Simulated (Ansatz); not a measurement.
Consider GeSe in the GeS type structure (space group Pnma, No. 62; a = 10.5197 Å, b = 3.8237 Å, c = 4.1429 Å; layered, stacked along the Cartesian x axis). Axes: x, y, z lie along a, b, c of the conventional cell.

All numbers come from Ansatz (a first-principles code) PBEsol-D3(BJ), no spin-orbit coupling.

Base values:

| Property | Result |
|---|---|
| Shortest interatomic distance | 2.559 Å |
| Band gap | 0.11 eV |
| Smallest direct gap | 0.61 eV |

Now apply this change: tensor shear ε_xy = −1.59 % (engineering shear γ = -0.0318), atoms relaxed at fixed cell.

**Question.** What happens to the shortest interatomic distance, band gap, stress, smallest direct gap and energy relative to the base?

**Answer.** The shortest interatomic distance shrinks by 0.002 Å to 2.557 Å; the band gap goes up by 0.02 eV, from 0.11 eV to 0.13 eV; the stress (xx, yy, zz, yz, xz, xy; compression positive) is (0.17, 0.05, -0.04, 0.00, 0.00, 0.71) GPa; the smallest direct gap decreases by 0.03 eV to 0.58 eV; the energy rises by 1.5 meV/atom.

The cells carry an imposed strain or load. Whether these cells are dynamically stable was not tested. A zero or small gap of GeSe can be the functional's error rather than a property of the material.
